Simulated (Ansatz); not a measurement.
Input and output of a self-consistent single point for ScPt3 (P4mm, 4 atoms in the cell) (Ansatz, a quantum-chemistry and plane-wave program).

Computed with PBEsol, default PAW files made with PBE (plane waves; Ansatz).

```
ScPt3
1.0
    3.96432     0.00000     0.00000
    0.00000     3.96432     0.00000
    0.00000     0.00000     3.96432
Sc Pt
1 3
Direct
  0.00000   0.00000   0.01261
  0.50000   0.50000   0.00000
  0.00000   0.50000   0.50000
  0.50000   0.00000   0.50000
```

Reference input (self-consistent single point, DFT, PBEsol, plane waves, default PAW files made with PBE): basis.ecutwfc = 420 eV; kpoints.mp_grid.grid = 8 8 8; hamiltonian.xc = pbesol; hamiltonian.pseudopotentials = {kind: paw} (the program's default PAW files); scf.occupations.method = fermi_dirac; scf.occupations.width = 0.1 eV. This run's input differs from it in these lines:

Ansatz 0.2 input:
```diff
@@ -14,3 +14,3 @@
   mp_grid:
-    grid: [8, 8, 8]
+    grid: [15, 15, 15]
 hamiltonian:
```

Output, abridged:

```
SCF iter   1: F=—  HF=-39267.133119 eV  |F-HF|=—  |Δ(HF+E_count)|=         —  Δρ=8.84e-3  dr2=6.85e-2  ethr=1.77e-3  ⟨swp⟩=4.9  Hψ=34852  notcnv=0
all-band conjugate gradients solve this SCF's bands
preconditioner: auto → Kerker (q_TF=auto, 2.748 Å⁻¹)
SCF iter   2: F=—  HF=-39267.124925 eV  |F-HF|=—  |Δ(HF+E_count)|=   8.19e-3  Δρ=4.26e-3  dr2=1.79e-2  ethr=1.05e-4  ⟨swp⟩=1.1  Hψ=13853  notcnv=0
SCF iter   3: F=—  HF=-39267.122029 eV  |F-HF|=—  |Δ(HF+E_count)|=   2.90e-3  Δρ=8.43e-4  dr2=7.34e-4  ethr=2.75e-5  ⟨swp⟩=2.1  Hψ=14126  notcnv=0
SCF iter   4: F=—  HF=-39267.121887 eV  |F-HF|=—  |Δ(HF+E_count)|=   1.42e-4  Δρ=1.98e-4  dr2=5.88e-5  ethr=1.13e-6  ⟨swp⟩=2.4  Hψ=17094  notcnv=0
SCF iter   5: F=—  HF=-39267.121872 eV  |F-HF|=—  |Δ(HF+E_count)|=   1.44e-5  Δρ=5.03e-5  dr2=1.15e-6  ethr=9.05e-8  ⟨swp⟩=2.0  Hψ=13237  notcnv=0
SCF iter   6: F=-39267.121872 eV  HF=-39267.121872 eV  |F-HF|=4.81e-8  |Δ(HF+E_count)|=   2.87e-7  Δρ=1.06e-5  dr2=8.21e-8  ethr=1.54e-10  ⟨swp⟩=5.2  Hψ=42017  notcnv=0
SCF 1 converged in 6 iterations: F = -39267.121872 eV  dr2 = 8.21e-8
Free energy (F): -39267.121872 eV
Internal energy: -39267.037463 eV  (E = F + TS)
E sigma→0 (E₀):  -39267.079667 eV
Entropy (-TS):   -0.084409 eV (-21.102 meV/atom)
Fermi energy:    20.491804 eV
--- Forces (eV/Å), atoms counted from 1 ---
  atom   1  Sc    -0.00000000     0.00000000    -0.38419907
  atom   2  Pt     0.00000000     0.00000000     0.02101118
  atom   3  Pt     0.00000000     0.00000000     0.18158097
  atom   4  Pt     0.00000000     0.00000000     0.18158097
--- Stress (GPa, compression-positive) ---
       -1.885067       0.000000       0.000000
        0.000000      -1.885067       0.000000
        0.000000       0.000000      -1.858221
  P = ⅓ Tr σ = -1.8761 GPa (-18.761 kbar)
  The stress holds the Pulay correction. Without it, at fixed plane waves, as pw.x and ABINIT print it: P = -1.9286 GPa
```

The run converged in 6 iterations. Against the reference run the free energy falls by 2.9 meV/atom, the pressure moves little (-1.80 to -1.88 GPa) and the largest force hardly changes (0.382 to 0.384 eV/Å).

The starting cell comes from a database of computed structures (which also holds hypothetical and non-ambient phases and stackings), without a prior relaxation at this level. Its lattice was rescaled by up to half a per cent. One atom was moved a little off its site on purpose. Spin polarisation is off. Ansatz's pressure includes its estimate of the finite-basis (Pulay) stress.

Cost on one core of a shared machine: roughly 40 s.
